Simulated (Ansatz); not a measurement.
Defect: O vacancy in beta Ga2O3 with all lengths changed by +1 %, charge state +2. Calculation: PBE, PAW (plane waves to 420 eV; Ansatz, a quantum-chemistry and plane-wave program).

Settings: 120 host sites, the strained lattice (strain from the relaxed PBE one, atoms relaxed), the Γ point alone, smearing 0.01 eV, spin-restricted, no image-charge correction. Static, classical nuclei. The charge state is imposed; whether it is stable for some Fermi level was not computed. Forms of the defect that were not tried may lie lower. The start lies 0.21 eV above the lowest site run (PBE).

Barriers: single points on a 2×2×2 k-point mesh shifted by half a step at the bands' geometries (they differ from the bands' own by up to 0.09 eV, and are uncertain by about as much).

Relaxed starting cell (atoms counted from 1):

```
CELL_PARAMETERS angstrom
     12.57951     0.00000     0.00000
      0.00000     9.34277     0.00000
     -2.81058     0.00000    11.53459
ATOMIC_POSITIONS crystal
  Ga 0.08695 0.99981 0.39196
  Ga 0.04638 0.99974 0.81959
  Ga 0.08614 0.33481 0.40135
  Ga 0.09211 0.33119 0.89990
  Ga 0.08614 0.66482 0.40134
  Ga 0.09211 0.66832 0.89991
  Ga 0.41055 0.16622 0.10039
  Ga 0.41239 0.16591 0.60108
  Ga 0.41086 0.49981 0.10387
  Ga 0.41307 0.49978 0.60788
  Ga 0.41055 0.83341 0.10037
  Ga 0.41238 0.83366 0.60107
  Ga 0.15778 0.18566 0.17754
  Ga 0.16270 0.16550 0.65055
  Ga 0.16005 0.49976 0.15718
  Ga 0.15757 0.49982 0.66298
  Ga 0.15779 0.81391 0.17753
  Ga 0.16271 0.83415 0.65053
  Ga 0.34722 0.99980 0.33882
  Ga 0.34472 0.99981 0.84121
  Ga 0.34709 0.33640 0.34930
  Ga 0.34172 0.33360 0.84406
  Ga 0.34708 0.66315 0.34931
  Ga 0.34172 0.66601 0.84406
  O  0.16303 0.99982 0.54617
  O  0.16183 0.33029 0.05891
  O  0.15925 0.33471 0.55643
  O  0.16181 0.66925 0.05892
  O  0.15924 0.66493 0.55642
  O  0.34091 0.16493 0.44221
  O  0.33712 0.16393 0.94342
  O  0.34227 0.49977 0.44987
  O  0.33787 0.49980 0.94709
  O  0.34090 0.83465 0.44220
  O  0.33712 0.83569 0.94341
  O  0.16896 0.99980 0.27079
  O  0.17329 0.99981 0.76956
  O  0.17636 0.33725 0.29105
  O  0.17496 0.33166 0.78490
  O  0.17636 0.66234 0.29106
  O  0.17496 0.66792 0.78490
  O  0.32062 0.16066 0.21145
  O  0.32633 0.16553 0.71421
  O  0.32588 0.49979 0.21997
  O  0.32518 0.49980 0.71862
  O  0.32059 0.83899 0.21141
  O  0.32632 0.83406 0.71420
  O  0.49503 0.99981 0.12813
  O  0.49675 0.99978 0.62701
  O  0.49435 0.33254 0.12964
  O  0.49679 0.33241 0.62854
  O  0.49435 0.66708 0.12963
  O  0.49679 0.66716 0.62853
  O  0.00451 0.16707 0.36811
  O  0.00382 0.16517 0.87686
  O  0.00257 0.49981 0.37124
  O  0.00822 0.49976 0.87602
  O  0.00451 0.83256 0.36812
  O  0.00382 0.83434 0.87690
  Ga 0.59250 0.16641 0.39750
  Ga 0.58853 0.16705 0.89656
  Ga 0.59152 0.49979 0.39819
  Ga 0.58924 0.49981 0.89727
  Ga 0.59250 0.83316 0.39750
  Ga 0.58854 0.83256 0.89656
  Ga 0.91180 0.99978 0.10066
  Ga 0.90229 0.99984 0.59149
  Ga 0.91224 0.33373 0.10346
  Ga 0.91207 0.33149 0.60503
  Ga 0.91226 0.66584 0.10347
  Ga 0.91208 0.66817 0.60504
  Ga 0.65774 0.99981 0.15455
  Ga 0.65807 0.99979 0.65724
  Ga 0.65744 0.33282 0.15605
  Ga 0.65920 0.33367 0.65714
  Ga 0.65744 0.66680 0.15605
  Ga 0.65919 0.66591 0.65714
  Ga 0.84091 0.16851 0.33766
  Ga 0.83822 0.16922 0.84505
  Ga 0.84110 0.49982 0.34531
  Ga 0.84389 0.49978 0.84335
  Ga 0.84091 0.83112 0.33766
  Ga 0.83820 0.83032 0.84506
  O  0.65950 0.16694 0.05366
  O  0.66349 0.16581 0.55527
  O  0.65903 0.49981 0.05530
  O  0.66253 0.49979 0.55528
  O  0.65951 0.83267 0.05367
  O  0.66348 0.83377 0.55527
  O  0.83670 0.99982 0.43741
  O  0.83808 0.99977 0.94491
  O  0.84325 0.33076 0.44670
  O  0.84068 0.33423 0.94695
  O  0.84328 0.66888 0.44671
  O  0.84068 0.66531 0.94696
  O  0.67512 0.16755 0.28165
  O  0.67477 0.16570 0.78313
  O  0.67652 0.49981 0.28456
  O  0.67537 0.49980 0.78409
  O  0.67512 0.83204 0.28166
  O  0.67477 0.83389 0.78313
  O  0.82644 0.99979 0.21308
  O  0.83146 0.99980 0.71806
  O  0.82657 0.33226 0.21593
  O  0.82675 0.33293 0.71852
  O  0.82659 0.66734 0.21595
  O  0.82675 0.66667 0.71853
  O  0.99985 0.16540 0.12609
  O  0.99640 0.15979 0.63443
  O  0.99848 0.49977 0.13144
  O  0.99564 0.49982 0.63113
  O  0.99986 0.83418 0.12612
  O  0.99641 0.83988 0.63448
  O  0.50748 0.99979 0.36981
  O  0.50486 0.99980 0.86949
  O  0.50649 0.33279 0.37158
  O  0.50354 0.33338 0.87090
  O  0.50648 0.66679 0.37157
  O  0.50354 0.66623 0.87090
```
Cell charge +2.

End state 1 differs by these moves (Å; atoms that move under 0.08 Å are left out):

```tsv
atom	element	Δx	Δy	Δz
1	Ga	-0.86	0.00	0.61
2	Ga	0.31	0.00	0.94
3	Ga	0.09	-0.03	-0.05
4	Ga	-0.03	0.03	-0.09
5	Ga	0.09	0.03	-0.05
6	Ga	-0.03	-0.03	-0.09
13	Ga	0.11	-0.03	-0.38
14	Ga	-0.07	0.03	0.15
16	Ga	0.05	0.00	-0.11
17	Ga	0.11	0.03	-0.38
18	Ga	-0.07	-0.03	0.15
19	Ga	0.18	0.00	0.11
25	O	-0.16	0.00	0.19
26	O	0.07	0.09	-0.12
28	O	0.07	-0.09	-0.12
36	O	0.44	0.00	-2.39
37	O	-0.02	0.00	0.24
38	O	0.03	-0.07	-0.12
40	O	0.03	0.07	-0.12
42	O	-0.01	-0.03	0.07
57	O	-0.04	0.00	-0.08
67	Ga	0.03	0.00	0.30
90	O	0.39	0.00	0.15
103	O	-0.11	0.00	0.07
113	O	0.00	-0.06	-0.05
114	O	0.10	0.00	0.05
```

What is the computed forward and backward barriers to end state 1 (PBE, PAW)?

forward 1.19 eV, backward 1.41 eV; at the saddle point atom 36 has neighbours 2 Ga at 1.78 Å. The saddle point's order was not checked, and it lies on a symmetry element of the cell, where a band can be held.

End state 2 differs by these moves (Å; atoms that move under 0.08 Å are left out):

| atom | element | Δx | Δy | Δz |
|---|---|---|---|---|
| 2 | Ga | 1.02 | -0.47 | 1.10 |
| 4 | Ga | 0.68 | 0.49 | 0.18 |
| 6 | Ga | -0.10 | -0.02 | 0.00 |
| 13 | Ga | 0.08 | -0.18 | -0.14 |
| 14 | Ga | -0.09 | 0.01 | 0.03 |
| 15 | Ga | -0.04 | 0.02 | 0.10 |
| 16 | Ga | 0.01 | 0.00 | -0.12 |
| 17 | Ga | 0.05 | 0.16 | -0.14 |
| 18 | Ga | -0.09 | -0.02 | 0.02 |
| 20 | Ga | 0.05 | 0.03 | -0.10 |
| 22 | Ga | 0.09 | -0.04 | -0.13 |
| 24 | Ga | -0.07 | 0.00 | -0.09 |
| 25 | O | -0.07 | 0.00 | 0.09 |
| 26 | O | 0.05 | 0.02 | 0.06 |
| 33 | O | -0.27 | -0.10 | -0.03 |
| 35 | O | -0.27 | 0.07 | 0.01 |
| 36 | O | 0.04 | 0.00 | 0.18 |
| 37 | O | 0.06 | 0.03 | 0.10 |
| 39 | O | 0.08 | -0.02 | -0.08 |
| 42 | O | 0.08 | 0.05 | 0.07 |
| 46 | O | 0.05 | -0.07 | 0.10 |
| 52 | O | -0.04 | -0.01 | -0.12 |
| 55 | O | 1.53 | -1.55 | 2.16 |
| 57 | O | 0.13 | -0.09 | -0.02 |
| 59 | O | 0.19 | 0.08 | -0.03 |
| 67 | Ga | 0.08 | 0.00 | 0.14 |
| 79 | Ga | -0.19 | -0.03 | -0.05 |
| 83 | Ga | 0.13 | 0.05 | -0.03 |
| 90 | O | 0.02 | 0.00 | 0.10 |
| 91 | O | 0.14 | 0.04 | -0.01 |
| 93 | O | 0.11 | -0.06 | -0.03 |
| 95 | O | 0.18 | 0.01 | -0.04 |
| 97 | O | -0.10 | 0.01 | 0.01 |
| 103 | O | -0.07 | 0.03 | 0.02 |
| 109 | O | -0.03 | 0.06 | 0.09 |
| 113 | O | 0.00 | -0.06 | -0.07 |
| 119 | O | -0.09 | 0.00 | 0.04 |

Estimate the forward and backward barriers to end state 2 that PBE, PAW returns for this input.

forward 1.50 eV, backward 0.70 eV; at the saddle point atom 55 has neighbours Ga at 1.74, Ga at 1.93 Å. The saddle point's order was not checked.
